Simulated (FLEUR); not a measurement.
Band structure of MnNiGe (P6_3/mmc, 6 atoms in the cell).

```yaml
crystal:
  lattice:
    - [4.07527, 0.00000, 0.00000]
    - [-2.03763, 3.52929, 0.00000]
    - [0.00000, 0.00000, 5.44216]
  atoms:
    - { symbol: Mn, position: [0.00000, 0.00000, 0.50000], spin: 4.0 }
    - { symbol: Mn, position: [0.00000, 0.00000, 0.00000], spin: 4.0 }
    - { symbol: Ni, position: [0.33333, 0.66667, 0.75000] }
    - { symbol: Ni, position: [0.66667, 0.33333, 0.25000] }
    - { symbol: Ge, position: [0.66667, 0.33333, 0.75000] }
    - { symbol: Ge, position: [0.33333, 0.66667, 0.25000] }
```
(The spins are starting values, not results.)

Method of the run: FLEUR with LDA (Vosko-Wilk-Nusair), all-electron FLAPW (FLEUR), scalar-relativistic valence.

Settings: Kmax = 4.2 1/bohr; GmaxXC = 16.8 1/bohr; xcFunctional = vwn; jspins = 2; l_soc = F; mode = hist; fermiSmearingEnergy = 0.00499791 Htr; mesh (inpgen div1-3) = 5 5 3; inpgen gamma flag = false; Gmax = 16.8 1/bohr; numbands = 0; maxIterBroyd = 25; imix = Anderson; alpha = 0.05.

The starting cell comes from a database of computed structures (which also holds hypothetical and non-ambient phases and stackings), without a prior relaxation at this level. Its lattice was rescaled by a random factor within 2.5 % of one. Values depend on the basis (sphere radii, cutoffs, local orbitals), which need not be converged.

Levels in eV from the Fermi level, bands 45 to 52 of the first spin channel:
| point | 45 | 46 | 47 | 48 | 49 | 50 | 51 | 52 |
|---|---|---|---|---|---|---|---|---|
| Γ | -0.55 | -0.55 | 0.41 | 1.87 | 2.76 | 2.76 | 2.78 | 2.89 |
| M | -1.29 | -1.22 | -1.06 | -0.60 | -0.42 | 0.34 | 1.89 | 3.26 |
| K | -1.57 | -1.13 | -1.13 | -0.39 | 0.49 | 0.49 | 0.78 | 0.78 |
| A | -1.14 | -1.14 | 0.80 | 0.80 | 3.05 | 3.05 | 3.05 | 3.05 |
| L | -1.25 | -1.25 | -0.88 | -0.88 | 0.95 | 0.95 | 2.37 | 2.37 |
| H | -1.14 | -1.14 | -1.07 | -1.07 | -0.17 | -0.17 | 4.50 | 4.50 |
